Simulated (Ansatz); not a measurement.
AlP (F-43m), Ansatz (a quantum-chemistry and plane-wave program) with PBEsol with spin-orbit coupling, rigid bands: N_c = 1.72e19 cm⁻³ at 300 K and an electron conductivity mass of 0.333 mₑ.

Q: For 1e17 electrons per cm³ at 300 K, place the Fermi level, estimate the Seebeck coefficient of a parabolic band with constant τ, and give mobility and conductivity for τ = 10 fs.

A: The level lies k_BT ln(N_c/n) = 0.133 eV below the conduction-band minimum. S ≈ −(k_B/e)[ln(N_c/n) + 5/2] = -659 μV/K, against -655 μV/K from the full bands (mean over directions). μ = eτ/m = 52.8 cm²/(V·s) and σ = neμ = 0.846 S/cm. τ is assumed, not computed.

Band transport and this doping are assumed; polarons and phonon drag are left out.
